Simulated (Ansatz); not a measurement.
Faces of MnP-type NiSi in 1x1 cells, as slabs relaxed from ideal cuts; for each face the lowest of the symmetric, stoichiometric cuts and spin starts that were computed. Real faces may reconstruct in larger cells. No spin-orbit coupling, no Hubbard U.

Computed with PBE (plane waves to 420 eV, PAW; Ansatz, a program for electronic structure).

```
face   cell area (Å²)  outermost plane spacing of the ideal cut (Å)  γ unrelaxed (J/m²)  γ relaxed (J/m²)  work function, top face (eV)
-----  --------------  --------------------------------------------  ------------------  ----------------  ----------------------------
(001)           17.41                                          0.59                1.97        (withheld)                          4.47
(010)           29.08                                          1.68                1.93              1.83                          4.75
(011)           33.89                                          0.78                1.70              1.56                          4.69
(100)           18.90                                          0.89                2.19              2.10                          4.85
(101)           25.69                                          0.06                1.95              1.82                          4.71
(110)           34.68                                          0.48                2.15              1.83                    (withheld)
(111)           38.80                                          0.74                1.86              1.62                          4.69
```

Question: Fill in the missing entries.

Answer: 
- (001), γ relaxed (J/m²): 1.86
- (110), work function, top face (eV): 4.68
